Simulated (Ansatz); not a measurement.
Cl on the 1x1 (111) surface of fcc Pd, one in a 2x2 cell, started at the site 'top Pd'

Calculation: PBE (plane waves to 420 eV, PAW; Ansatz, an electronic-structure program).

Slab: 17 atoms, 6.8 Å thick at the start under the adsorbate (thin: gaps and levels are the slab's own); k 6x6x1, smearing 0.1 eV, dipole-corrected; 8 atoms held, the rest relaxed; start symmetry kept, larger cells not searched; no spin, no spin-orbit, no U, no dispersion correction. At the end it is bonded to Pd. In PBE this state lies 0.49 eV over the lowest of the starts that converged ('bridge Pd-Pd (span 2.8 Å)').

```json
{
 "adsorption energy against ½ Cl2(g)": "-1.17 eV",
 "work_function_of_the_top_face": "6.40 eV",
 "change_of_the_work_function": "1.16 eV",
 "change_of_the_step_from_the_bottom_to_the_top_vacuum_level_against_the_clean_slab": "1.17 eV",
 "energy_released_by_relaxation": "0.21 eV",
 "height of the binding atom over the mean of the host atoms within 0.3 Å of the top one": "2.259 Å",
 "nearest_host_atoms_of_the_binding_atom": "Pd at 2.25 Å, Pd at 3.59 Å, Pd at 3.59 Å",
 "largest_move_of_a_host_atom": "0.01 Å",
 "cost": "very roughly 3 core-minutes"
}
```

A negative adsorption energy means that the adsorbate is more stable on the surface than in its reference.
